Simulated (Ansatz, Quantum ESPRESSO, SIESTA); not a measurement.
# Nb2AsC (P6_3/mmc, 8 atoms in the cell) computed with different codes at matched settings

Relaxation of cell and atoms.

```
Nb2AsC
1.0
    3.32535     0.00000     0.00000
   -1.66267     2.87983     0.00000
    0.00000     0.00000    11.81861
Nb As C
4 2 2
Direct
  0.33333   0.66667   0.40533
  0.66667   0.33333   0.59467
  0.66667   0.33333   0.90533
  0.33333   0.66667   0.09467
  0.66667   0.33333   0.25000
  0.33333   0.66667   0.75000
  0.00000   0.00000   0.50000
  0.00000   0.00000   0.00000
```

Shared settings, as Ansatz (a first-principles code) writes them: kpoints.mp_grid.grid = 8 8 2; scf.occupations.method = fermi_dirac; scf.occupations.width = 0.1 eV. Potentials and cutoffs stand in the table.

```json
[
 {"code": "Quantum ESPRESSO", "model": "LDA (PZ), GBRV 1.5 ultrasoft (LDA) pseudopotentials", "final volume (Å³/atom)": "13.81", "cutoff": "40 Ry"},
 {"code": "Ansatz", "model": "LDA (PW92), PAW files made with PBE", "final volume (Å³/atom)": "13.80", "cutoff": "default"},
 {"code": "SIESTA", "model": "LDA PW92, numerical atomic orbitals DZP, PseudoDojo LDA standard norm-conserving potentials (rewritten from UPF to PSML)", "final volume (Å³/atom)": "13.95", "cutoff": "grid 400 Ry"}
]
```

On Ansatz's run: spin polarisation is off.

The spread over the programs that give each value: final volume within 0.15 Å³/atom.

SIESTA uses small atom-centred bases, whose incompleteness enters pressures, forces and empty levels differently from a plane-wave cutoff. The same LDA comes in different parametrisations, which differ slightly. The programs treat the finite-basis stress differently while the cell relaxes: Ansatz adds an estimate of it.

The starting cell comes from a database of computed structures (which also holds hypothetical and non-ambient phases and stackings), without a prior relaxation at this level. Its lattice was rescaled by a random factor within 2.5 % of one.

Keys are those of Ansatz 0.2.
